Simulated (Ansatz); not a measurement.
# What pressure 2.1 GPa does to Zn

Start from Zn in the hcp (Mg type) structure (space group P6_3/mmc, No. 194; a = 2.636 Å, c = 4.657 Å).

It is then changed as follows: cell and atoms relaxed at a pressure of 2.1 GPa.

Computed with PBEsol (Ansatz, an electronic-structure program; PAW; 420 eV plane waves; scalar-relativistic without spin-orbit coupling). Settings: 20×20×10 k-points, 0.05 eV Fermi–Dirac smearing.

```json
{
  "volume_per_atom": "13.70 Å³ (base 14.01 Å³)",
  "lattice_parameter_a": "2.623 Å (base 2.636 Å)",
  "c/a ratio": "1.754 (base 1.767)",
  "shortest_interatomic_distance": "2.623 Å (base 2.636 Å)",
  "band_gap": "zero (base zero)"
}
```

Cost of the whole job for the changed cell (relaxation, final SCF and bands): about 21 core-seconds (a rough figure).

Load acts through the strain it causes; cell and atoms are relaxed under it. Whether these cells are dynamically stable was not tested.
